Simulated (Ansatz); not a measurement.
Reference: Na2PdC2 (P-3m1), PBEsol, rigid bands (plane waves, PAW, scalar-relativistic; Ansatz, an electronic-structure program); geometry: cell and atoms relaxed with PBEsol.

```cif
data_C2Na2Pd
_chemical_formula_sum 'Na2 Pd1 C2'
_space_group_name_H-M_alt 'P-3m1'
_space_group_IT_number 164
_space_group_name_Hall '-P 3 2"'
_cell_length_a 4.45327
_cell_length_b 4.45327
_cell_length_c 5.21574
_cell_angle_alpha 90.000
_cell_angle_beta 90.000
_cell_angle_gamma 120.000
loop_
_atom_site_label
_atom_site_type_symbol
_atom_site_symmetry_multiplicity
_atom_site_Wyckoff_symbol
_atom_site_fract_x
_atom_site_fract_y
_atom_site_fract_z
_atom_site_occupancy
Na1 Na 2 d 0.66667 0.33333 0.28035 1
Pd1 Pd 1 a 0.00000 0.00000 0.00000 1
C1 C 2 c 0.00000 0.00000 0.37851 1
```

The band gap is 0.72 eV and the electron conductivity mass is 0.23 mₑ. The Seebeck coefficient, n-type 1e19 cm⁻³ is -229 μV/K.

### Question
Swap Na for K, keeping the structure type. How do these values move?

### Answer
K2PdC2 (P-3m1): volume per atom 17.9 to 23.4 Å³; band gap rises (0.72 eV to 1.34 eV); electron conductivity mass rises (0.23 mₑ to 0.39 mₑ); Seebeck coefficient, n-type 1e19 cm⁻³ rises in size (-229 μV/K to -295 μV/K).

Moves up to 5 % count as about the same. Masses are for dilute carriers at 300 K, harmonic means over directions unless an axis is named. Seebeck coefficients are for the stated density at 300 K, with one relaxation time for all states and whether or not that doping can be reached. Spin-orbit coupling is left out.

Computed structure with no diffraction record at hand here (it may be known, metastable or hypothetical): K2PdC2 (P-3m1), Na2PdC2 (P-3m1).
